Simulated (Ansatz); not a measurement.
Take HfN in the rock salt structure (space group Fm-3m, No. 225; relaxed with 0.1 eV smearing) as the base.

```
CELL_PARAMETERS angstrom
      0.00000     2.26285     2.26285
      2.26285     0.00000     2.26285
      2.26285     2.26285     0.00000
ATOMIC_POSITIONS crystal
  Hf 0.00000 0.00000 0.00000
  N  0.50000 0.50000 0.50000
```

Cartesian axes are those of the cell as printed.

All numbers come from r2SCAN, PAW, 500 eV (Ansatz, a first-principles code; no SOC).

Before the change:

- Pressure: 0.0 GPa
- Shortest interatomic distance: 4.276 bohr

One thing is altered: tensor shear ε_xy = +1.71 % (engineering shear γ = 0.0342), atoms relaxed at fixed cell.

**Question.** Predict the new energy relative to the base, pressure and shortest interatomic distance.

**Answer.** The energy grows by 5.5 meV/atom; the pressure (mean of the normal stresses, compression positive) stays essentially unchanged (0.0 GPa against 0.1 GPa); the shortest interatomic distance remains 4.276 bohr.

The cells carry an imposed strain or load. Whether these cells are dynamically stable was not tested. The final runs are not spin-polarised. An odd electron count without spin: HfN.
